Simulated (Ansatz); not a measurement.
Worked example: self-consistent single point of I (P1, 4 atoms in the cell) in Ansatz (a program for electronic structure).

Method: PBE with spin-orbit coupling (plane waves, PAW; Ansatz).

```yaml
crystal:
  lattice:
    - [2.39500, -3.63500, 0.00000]
    - [2.39500, 3.63500, 0.00000]
    - [0.00000, 0.00000, 9.79000]
  atoms:
    - { symbol: I, position: [0.84741, 0.84947, 0.88307] }
    - { symbol: I, position: [0.64611, 0.64678, 0.38114] }
    - { symbol: I, position: [0.34190, 0.34330, 0.61806] }
    - { symbol: I, position: [0.16459, 0.16045, 0.11773] }
```

Reference input (self-consistent single point, DFT, LDA (PW92), plane waves, default PAW files made with PBE): basis.ecutwfc = 420 eV; kpoints.mp_grid.grid = 4 4 2; hamiltonian.xc = lda; hamiltonian.pseudopotentials = {kind: paw} (the program's default PAW files); scf.occupations.method = gaussian; scf.occupations.width = 0.02 eV. This run's input differs from it in these lines:

Ansatz 0.2 input:
```diff
@@ -16,4 +16,7 @@
 hamiltonian:
-  xc: lda
+  xc: pbe
   pseudopotentials: { kind: paw }
+magnetization:
+  noncollinear: true
+  spin_orbit: true
 scf:
```

The program printed (abridged):

```
SCF iter   1: F=—  HF=-30063.969761 eV  |F-HF|=—  |Δ(HF+E_count)|=         —  Δρ=2.07e-2  dr2=6.71e-1  dr2_m=0.00e0 (ungated)  ethr=3.10e-3  |M|=0.00e0 ∫|m|=0.00e0 μB  |m|>n=0.0e0 m-floor=0.0e0 τ_xc=0.0e0  β_m=0.30  ⟨swp⟩=11.5  Hψ=9320  notcnv=0  defer=19
all-band conjugate gradients solve this SCF's bands
preconditioner: auto → Resta (q_TF=auto, 2.341 Å⁻¹)
   [... lines left out ...]
SCF iter   8: F=—  HF=-30063.748842 eV  |F-HF|=—  |Δ(HF+E_count)|=   2.13e-6  Δρ=7.94e-6  dr2=1.68e-7  dr2_m=0.00e0 (ungated)  ethr=3.08e-9  |M|=0.00e0 ∫|m|=0.00e0 μB  |m|>n=0.0e0 m-floor=0.0e0 τ_xc=0.0e0  β_m=0.89  ⟨swp⟩=3.0  Hψ=3124  notcnv=0  defer=200
SCF iter   9: F=-30063.748842 eV  HF=-30063.748842 eV  |F-HF|=1.84e-8  |Δ(HF+E_count)|=   1.23e-7  Δρ=3.02e-6  dr2=3.76e-8  dr2_m=0.00e0 (ungated)  ethr=1.47e-10  |M|=0.00e0 ∫|m|=0.00e0 μB  |m|>n=0.0e0 m-floor=0.0e0 τ_xc=0.0e0  ⟨swp⟩=15.9  Hψ=8787  notcnv=0
SCF 1 converged in 9 iterations: F = -30063.748842 eV  dr2 = 3.76e-8
Magnetization: |M| = 0.0000 μB,  M = (+0.0000, +0.0000, +0.0000) μB
Absolute magnetization: 0.0000 μB (∫|m|)
  site 0: m = (+0.0000, +0.0000, +0.0000) μB, |m| = 0.0000 μB  (R = 1.13 Å)
  site 1: m = (+0.0000, +0.0000, +0.0000) μB, |m| = 0.0000 μB  (R = 1.13 Å)
  site 2: m = (+0.0000, +0.0000, +0.0000) μB, |m| = 0.0000 μB  (R = 1.13 Å)
  site 3: m = (+0.0000, +0.0000, +0.0000) μB, |m| = 0.0000 μB  (R = 1.13 Å)
Free energy (F): -30063.748842 eV
Internal energy: -30063.748842 eV  (E = F + TS)
E sigma→0 (E₀):  -30063.748842 eV
Fermi energy:    5.481804 eV
--- Forces (eV/Å), atoms counted from 1 ---
  atom   1  I     -0.14711432    -0.00670364    -0.43615446
  atom   2  I      0.23357101    -0.00549426    -0.44368702
  atom   3  I     -0.25769588     0.00155580     0.45488496
  atom   4  I      0.17123306     0.01064465     0.42495371
--- Stress (GPa, compression-positive) ---
        0.773798      -0.000814      -0.054769
       -0.000814       1.222893      -0.005495
       -0.054768      -0.005495       1.575331
  P = ⅓ Tr σ = 1.1907 GPa (11.907 kbar)
  The stress holds the Pulay correction. Without it, at fixed plane waves, as pw.x and ABINIT print it: P = 1.1744 GPa
```

The run converged in 9 iterations. Against the reference run the pressure goes from -1.79 to 1.19 GPa, the largest force goes from 0.286 to 0.523 eV/Å and the gap on the mesh goes from 1.029 to 0.865 eV.

The starting cell has typed, rounded lattice constants, without a prior relaxation at this level. Its atoms were displaced at random from the sites of space group no. 64. Ansatz's pressure includes its estimate of the finite-basis (Pulay) stress.

Cost on one core of a shared machine: roughly 80 s.
